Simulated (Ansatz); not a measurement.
Crystal: SnF2 (P4_12_12, not sure to be the ambient phase, 12 atoms a cell, 18.4 Å³ an atom, -2 GPa at this level); planes in its conventional cell.

Method: r2SCAN (plane waves, PAW; Ansatz, a program for electronic structure).

The gap is the functional's own, uncorrected, and κ follows it; spin-orbit coupling is left out. Mid-gap values are interpolated between the computed energies.

```json
[
 {"plane": "(100)", "area of the cell (Å²)": "43.0", "mid-gap κ (1/Å)": "0.42", "largest κ in the gap (1/Å)": "0.44"},
 {"plane": "(110)", "area of the cell (Å²)": "60.8", "mid-gap κ (1/Å)": "___", "largest κ in the gap (1/Å)": "___"},
 {"plane": "(111)", "area of the cell (Å²)": "66.3", "mid-gap κ (1/Å)": "___", "largest κ in the gap (1/Å)": "___"}
]
```

The slowest decay depends on the direction. Supply the withheld values.


- (110), mid-gap κ (1/Å): 0.32
- (110), largest κ in the gap (1/Å): 0.33
- (111), mid-gap κ (1/Å): 0.33
- (111), largest κ in the gap (1/Å): 0.34
